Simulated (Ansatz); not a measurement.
InP (model structure, started from the NiAs type, P6₃/mmc, No. 194, 4 atoms in the cell), treated with LDA in Ansatz (plane waves, PAW).

Run with plane-wave cutoff 520 eV, 18×18×10 k mesh (along the axes of the cell as run), Fermi–Dirac smearing 0.05 eV, scalar-relativistic PAW data made under PBE.

Cell (relaxed at this level):

```xyz
4
Lattice="3.7849 0.0000 0.0000 -1.8924 3.2778 0.0000 0.0000 0.0000 6.5072" Properties=species:S:1:pos:R:3 pbc="T T T"
In     0.0000     0.0000     0.0000
In     0.0000     0.0000     3.2536
P      0.0000     2.1852     1.6268
P      1.8924     1.0926     4.8804
```

Q: Give the computed bulk modulus.

A: 
bulk modulus: 86.3 GPa

The run finds no gap.

Note: the bulk modulus is −V dP/dV from two relaxed cells at ±2 % in volume; the relaxation could raise the start's symmetry but not lower it, so the cell can be a saddle point.

Spin–orbit coupling is not included; it can open a gap where bands touch, and shift volumes and moduli.

The computed numbers hold no vibrational or temperature effects.

A model structure was made by putting elements into a prototype or built by hand; it is no filed structure, need not be a known phase, and can be a saddle point held by its symmetry.

Ansatz is a quantum-chemistry and plane-wave program.
